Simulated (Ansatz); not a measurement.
Here is the system:

```yaml
crystal:
  lattice:
    - [0.00000, 2.27275, 2.27275]
    - [2.27275, 0.00000, 2.27275]
    - [2.27275, 2.27275, 0.00000]
  atoms:
    - { symbol: P, position: [0.25000, 0.25000, 0.25000] }
    - { symbol: B, position: [0.00000, 0.00000, 0.00000] }
```

No spin polarisation.

The values are results of plane-wave PAW DFT at the r2SCAN level (Ansatz, a first-principles code, 500 eV), no spin-orbit coupling, not measurements. k-mesh 12×12×12 (Γ-centred); smearing 0.05 eV (Fermi–Dirac).

Q: Predict the smallest direct gap, gap character, hole mass and width of the top valence band.

A: The smallest direct gap comes out as 3.59 eV, the gap character is indirect, Γ → Γ–X (83 % along) and the hole mass (degenerate bands, along [100]) comes out as 0.24, 0.24, 0.32 mₑ (at Γ). The width of the top valence band is 5.71 eV.

Load acts through the strain it causes; cell and atoms are relaxed under it. Masses are band curvatures over ±0.01 Å⁻¹ around the edge. No phonon test of stability was made. The cell was made from BP in the zinc blende structure (space group F-43m, No. 216) by this change: pressure −1 GPa.
